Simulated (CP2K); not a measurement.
## Worked example: self-consistent single point of Sb₂O₃ (Fd-3m, 20 atoms in the cell) in CP2K

Computed with PBEsol, GPW, DZVP-MOLOPT-PBE-GTH basis, GTH-PBE potentials (POTENTIAL_UZH) in CP2K.

Input as run:

```
&GLOBAL
  PROJECT scf
  RUN_TYPE ENERGY_FORCE
  PRINT_LEVEL MEDIUM
&END GLOBAL
&FORCE_EVAL
  METHOD Quickstep
  STRESS_TENSOR ANALYTICAL
  &DFT
    BASIS_SET_FILE_NAME BASIS_MOLOPT_UZH
    POTENTIAL_FILE_NAME POTENTIAL_UZH
    &QS
      METHOD GPW
      EPS_DEFAULT 1E-11
    &END QS
    &MGRID
      CUTOFF 450
      REL_CUTOFF 40
      NGRIDS 5
    &END MGRID
    &SCF
      SCF_GUESS ATOMIC
      EPS_SCF 1E-6
      MAX_SCF 100
      ADDED_MOS 18
      &DIAGONALIZATION
        ALGORITHM STANDARD
      &END DIAGONALIZATION
      &MIXING
        METHOD BROYDEN_MIXING
        ALPHA 0.2
        NBUFFER 10
      &END MIXING
      &SMEAR ON
        METHOD GAUSSIAN
        SIGMA [eV] 0.05
      &END SMEAR
    &END SCF
    &KPOINTS
      SCHEME MONKHORST-PACK 2 2 2
      GAMMA_CENTERED T
    &END KPOINTS
    &XC
      &XC_FUNCTIONAL
        &PBE
          PARAMETRIZATION PBESOL
        &END PBE
      &END XC_FUNCTIONAL
    &END XC
    &PRINT
      &MO
        EIGENVALUES T
        OCCUPATION_NUMBERS T
        NDIGITS 8
        FILENAME mo
        &EACH
          QS_SCF 0
        &END EACH
        ADD_LAST NUMERIC
      &END MO
      &MULLIKEN ON
      &END MULLIKEN
    &END PRINT
  &END DFT
  &SUBSYS
    &CELL
      ABC 7.93430400 7.93430415 7.93430385
      ALPHA_BETA_GAMMA 60.00000157 59.99999937 60.00000063
      PERIODIC XYZ
    &END CELL
    &COORD
      Sb      10.08354827     3.34000576     2.36174071
      Sb      11.90145600     6.87130889     2.22647314
      Sb       7.93430400     7.06260612     2.36174071
      Sb      14.05070027     8.11217549     5.73617429
      Sb       5.78505973     3.34000576     2.36174071
      Sb      11.90145600     4.38957513     5.73617429
      Sb       7.93430400     4.58087236     5.87144186
      Sb       9.75221173     8.11217549     5.73617429
      O       10.42940458     6.02141963     1.20192494
      O        2.49510058     1.44054688     2.82150794
      O        5.43920342     3.14032537     5.27640706
      O        5.43920342     3.14032562     0.41765806
      O        7.93430400     7.46196645     5.27640706
      O        3.96715200     0.59065770     0.41765806
      O        7.93430400     1.69977855     1.20192494
      O        3.96715200     3.99021480     2.82150794
      O       10.42940458     3.14032537     5.27640706
      O        2.49510058     3.14032562     0.41765806
      O        5.43920342     6.02141963     1.20192494
      O        5.43920342     1.44054688     2.82150794
    &END COORD
    &KIND Sb
      BASIS_SET DZVP-MOLOPT-PBE-GTH-q5
      POTENTIAL GTH-PBE-q5
    &END KIND
    &KIND O
      BASIS_SET DZVP-MOLOPT-PBE-GTH-q6
      POTENTIAL GTH-PBE-q6
    &END KIND
  &END SUBSYS
  &PRINT
    &FORCES ON
    &END FORCES
    &STRESS_TENSOR ON
    &END STRESS_TENSOR
  &END PRINT
&END FORCE_EVAL
```

Output, abridged:

```
 GLOBAL| Method name                                                        CP2K
 GLOBAL| Project name                                                        scf
 GLOBAL| Run type                                                   ENERGY_FORCE

 CELL| Volume [angstrom^3]:                                           353.192535
 CELL| Vector a [angstrom]:       7.934     0.000     0.000   |a| =     7.934304
 CELL| Vector b [angstrom]:       3.967     6.871     0.000   |b| =     7.934304
 CELL| Vector c [angstrom]:       3.967     2.290     6.478   |c| =     7.934304
 CELL| Angle (b,c), alpha [degree]:                                    60.000002
 CELL| Angle (a,c), beta  [degree]:                                    59.999999
 CELL| Angle (a,b), gamma [degree]:                                    60.000001
 CELL| Numerically orthorhombic:                                              NO
 CELL| Periodicity                                                           XYZ

 DFT| Spin restricted Kohn-Sham (RKS) calculation                            RKS
 DFT| Multiplicity                                                             1
 DFT| Number of spin states                                                    1
 DFT| Charge                                                                   0
 DFT| XC density smoothing                                                  NONE
 DFT| XC derivatives                                                          PW

 QS| Method:                                                                 GPW
 QS| Density plane wave grid type                        NON-SPHERICAL FULLSPACE
 QS| Number of grid levels:                                                    5
 QS| Density cutoff [a.u.]:                                                225.0
 QS| Multi grid cutoff [a.u.]: 1) grid level                               225.0
   [... lines left out ...]
 BRILLOUIN|     3           0.12500        0.00000        0.50000        0.00000
 BRILLOUIN|     4           0.12500        0.00000        0.50000        0.50000
 BRILLOUIN|     5           0.12500        0.50000        0.00000        0.00000
 BRILLOUIN|     6           0.12500        0.50000        0.00000        0.50000
 BRILLOUIN|     7           0.12500        0.50000        0.50000        0.00000
 BRILLOUIN|     8           0.12500        0.50000        0.50000        0.50000
 *******************************************************************************

 Extrapolation method: initial_guess

 Re-scaling the density matrix to get the right number of electrons
                  # Electrons              Trace(P)               Scaling factor
                          112               112.000                        1.000

 Number of electrons:                                                        112
 Number of occupied orbitals:                                                 56
 Number of molecular orbitals:                                                74

 Number of orbital functions:                                                260
 Number of independent orbital functions:                                    260
 SCF WAVEFUNCTION OPTIMIZATION

  Step     Update method      Time    Convergence         Total energy    Change
     1 NoMix/Diag. 0.20E+00      -     0.96456045      -236.2773660373 -2.36E+02
     2 Broy./Diag. 0.20E+00      -     0.12331507      -215.0823584787  2.12E+01
     3 Broy./Diag. 0.20E+00      -     0.12595372      -230.0186714869 -1.49E+01
     4 Broy./Diag. 0.20E+00      -     0.04881794      -237.2390696485 -7.22E+00
     5 Broy./Diag. 0.20E+00      -     0.02270041      -234.9750793894  2.26E+00
     6 Broy./Diag. 0.20E+00      -     0.00587468      -235.8813350724 -9.06E-01
     7 Broy./Diag. 0.20E+00      -     0.00836961      -235.7884132129  9.29E-02
     8 Broy./Diag. 0.20E+00      -     0.00100723      -235.8665275108 -7.81E-02
     9 Broy./Diag. 0.20E+00      -     0.00056984      -235.8621961494  4.33E-03
    10 Broy./Diag. 0.20E+00      -     0.00003129      -235.8710271056 -8.83E-03
    11 Broy./Diag. 0.20E+00      -     0.00002627      -235.8703809676  6.46E-04
    12 Broy./Diag. 0.20E+00      -     0.00001097      -235.8705571228 -1.76E-04
    13 Broy./Diag. 0.20E+00      -     0.00001452      -235.8704783662  7.88E-05
    14 Broy./Diag. 0.20E+00      -     0.00000016      -235.8705842082 -1.06E-04
  *** SCF run converged in    14 steps ***

  Electronic density on regular grids:       -111.9999999990        0.0000000010
  Core density on regular grids:              111.9999999984       -0.0000000016
  Total charge density on r-space grids:       -0.0000000006
  Total charge density g-space grids:          -0.0000000006

  Overlap energy of the core charge distribution:               0.00000082347259
  Self energy of the core charge distribution:               -594.12539694070779
  Core Hamiltonian energy:                                    162.06636640776904
  Hartree energy:                                             249.09869787602986
  Exchange-correlation energy:                                -52.91025237472689
  Smearing free energy correction:                             -0.00000000000000
  Fermi energy:                                                 0.15359331938079

  Total energy:                                              -235.87058420816317
  Total energy (extrapolated to sigma->0):                   -235.87058420816317

                     Mulliken Population Analysis

 #  Atom  Element  Kind  Atomic population                           Net charge
       1     Sb       1          3.626514                              1.373486
       2     Sb       1          3.626513                              1.373487
       3     Sb       1          3.626513                              1.373487
       4     Sb       1          3.626494                              1.373506
       5     Sb       1          3.626494                              1.373506
       6     Sb       1          3.626513                              1.373487
       7     Sb       1          3.626513                              1.373487
       8     Sb       1          3.626514                              1.373486
       9     O        2          6.915666                             -0.915666
      10     O        2          6.915656                             -0.915656
      11     O        2          6.915656                             -0.915656
      12     O        2          6.915666                             -0.915666
   [... lines left out ...]
 FORCES|     11  1.50972275E-02  8.71636841E-03 -1.23260572E-02   2.13502469E-02
 FORCES|     12  1.50986091E-02  8.71728436E-03 -1.23245161E-02   2.13507082E-02
 FORCES|     13 -2.84960970E-06 -1.74328111E-02 -1.23269653E-02   2.13508076E-02
 FORCES|     14 -7.13364433E-07 -1.74324994E-02 -1.23266713E-02   2.13503831E-02
 FORCES|     15  7.13336550E-07  1.74325002E-02  1.23266705E-02   2.13503833E-02
 FORCES|     16  2.84954064E-06  1.74328106E-02  1.23269655E-02   2.13508073E-02
 FORCES|     17 -1.50986113E-02  8.71387684E-03 -1.23268981E-02   2.13506939E-02
 FORCES|     18 -1.50972256E-02  8.71566162E-03 -1.23265827E-02   2.13502604E-02
 FORCES|     19  1.50972258E-02 -8.71566191E-03  1.23265823E-02   2.13502604E-02
 FORCES|     20  1.50986115E-02 -8.71387636E-03  1.23268983E-02   2.13506940E-02
 FORCES| Sum     3.80861315E-12 -8.85013354E-10  9.60787117E-10
 FORCES| Total atomic force                                       1.30628290E-09

 STRESS| Analytical stress tensor [bar]
 STRESS|                        x                   y                   z
 STRESS|      x        7.35561981373E+04   1.89020548330E+01   1.33695430456E+01
 STRESS|      y        1.89020548330E+01   7.35344202068E+04   7.80804847621E+00
 STRESS|      z        1.33695430456E+01   7.80804847621E+00   7.35290975820E+04
 STRESS| 1/3 Trace                                             7.35399053087E+04
```

The run converged in 14 iterations.

The starting cell comes from a database of computed structures (which also holds hypothetical and non-ambient phases and stackings), without a prior relaxation at this level. Values carry the incompleteness of an atom-centred basis. The potentials were made for another functional than the one used. With a pressure of about 7 GPa the cell is away from its equilibrium volume at this level. Forces in this geometry exceed 1 eV/Å.

Cost on one core of a shared machine: roughly 2 min.
